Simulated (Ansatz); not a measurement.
Related cells compared by their band gap.

Cell A: CaF2 (fluorite, Fm-3m), 3 atoms in the cell, k-point mesh 10×10×10 on the run's own vectors.
Space group Fm-3m (No. 225); a = b = c = 5.512 Å, α = β = γ = 90.00°

| atom | site | symmetry | x | y | z |
|---|---|---|---|---|---|
| Ca | 4a | m-3m | 0.0000 | 0.0000 | 0.0000 |
| F | 8c | -43m | 0.2500 | 0.2500 | 0.2500 |
(The calculation used a cell of 3 atoms; values per cell refer to that cell.)

Cell B: CdF2 (fluorite, Fm-3m), 3 atoms in the cell, k-point mesh 12×12×12 on the run's own vectors.
Space group Fm-3m (No. 225); a = b = c = 5.481 Å, α = β = γ = 90.00°

```tsv
atom	site	symmetry	x	y	z
Cd	4a	m-3m	0.0000	0.0000	0.0000
F	8c	-43m	0.2500	0.2500	0.2500
```
(The calculation used a cell of 3 atoms; values per cell refer to that cell.)

Plane-wave PAW calculations with Ansatz (a first-principles code), its default PAW set, cutoff 420 eV, 500 eV for r2SCAN. The structures are at rest with PBE; other levels are single points on them. Neutral cells; Fermi-Dirac smearing of at most 0.05 eV in the solids, energies taken to zero width. The lattices are those relaxed with PBE, so at other levels the solids can be strained, which adds to the spread. The runs are scalar-relativistic, without spin-orbit coupling. A dispersion term ran beside these levels; it doesn't touch the electrons. Gaps are highest filled to lowest empty Kohn-Sham level on the run's k-point mesh, states of defects and surfaces included; edges off the mesh make the true gap smaller, and under 0.08 eV counts as none.

**Question.** Predict the band gap (eV) of each cell with PBE.

**Answer.** 
| cell | PBE |
|---|---|
| A | 7.14 (indirect) |
| B | 2.92 (indirect) |

With PBE the value of A exceeds that of B by 4.22 eV.

**Question.** How do the other levels compare?

**Answer.** 
```json
[
 {"cell": "A", "r2SCAN": "7.80 (indirect)"},
 {"cell": "B", "r2SCAN": "3.60 (indirect)"}
]
```

With r2SCAN the value of A exceeds that of B by 4.2 eV.
